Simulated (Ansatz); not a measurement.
Start from BN in the zinc blende structure (space group F-43m, No. 216; a = 3.610 Å). Axes: x, y, z lie along the cube axes.

All numbers come from plane-wave PAW DFT at the r2SCAN level (Ansatz, a first-principles code, 500 eV), no spin-orbit coupling.

A first run, uniaxial strain ε_xx = −0.67 %, gives secant values C11 ≈ 830 GPa and C12 ≈ 180 GPa from its stress. A second run applies isotropic strain −1.26 %.

Q: What does linear elasticity predict for the bulk modulus −ΔP/(ΔV/V₀) in the second run, and what does the run give?

A: Linear elasticity: (C11 + 2 C12)/3 = 400 GPa. The run gives 430 GPa; any difference comes from nonlinear terms at these strains and numerical noise.

Stability against distortions was not tested.
